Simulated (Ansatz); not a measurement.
Base system: NbAgO3 in the cubic perovskite structure (space group Pm-3m, No. 221; a = 3.9502 Å; a cell from a computed database, its experimental status unchecked).

The change: a negative pressure, −1 GPa.

Levels (all Ansatz, a first-principles code, PAW, earlier PAW set): PBEsol (420 eV, without spin-orbit coupling); HSE06 (420 eV, without spin-orbit coupling); PBEsol+SOC (420 eV, noncollinear with spin-orbit coupling).

One geometry, relaxed with PBEsol, under each level:

```csv
level,band gap,lowest conduction level above the VBM at special points,pressure
PBEsol,1.40 eV,X 1.40 eV; Γ 1.57 eV; R 3.34 eV,-1.00 GPa
HSE06,2.72 eV,X 2.72 eV; Γ 2.86 eV; R 5.34 eV,–
PBEsol+SOC,1.38 eV,X 1.38 eV; Γ 1.51 eV; R 3.32 eV; M 4.02 eV,-1.02 GPa
```

Single points use the geometry relaxed with PBEsol. HSE06 gaps are upper bounds (no full band path). Differences between runs with and without spin-orbit coupling are approximate. Load acts through the strain it causes; cell and atoms are relaxed under it. No phonon test of stability was made. Many cubic perovskites are stable only at high temperature; tilts and polar distortions were not tested.
